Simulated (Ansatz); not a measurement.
Start from AlRu in the CsCl type structure (space group Pm-3m, No. 221; a = 3.0037 Å).

Method: Ansatz (a quantum-chemistry and plane-wave program), PBE, PAW, cutoff 420 eV, no SOC.

For the base:

```
Property               Value
-------------------  -------
Lattice parameter a  3.004 Å
Band gap                zero
```

It is then changed as follows: every Ru is replaced by Co; the structure is relaxed again.

Question: Estimate the effect on the lattice parameter a and band gap.

Answer: The lattice parameter a falls by 0.152 Å to 2.852 Å; the band gap stays zero.

Whether these cells are dynamically stable was not tested. Starting moments died away, wholly or in part, for Ru → Co; another magnetic solution may exist. The final runs are not spin-polarised.
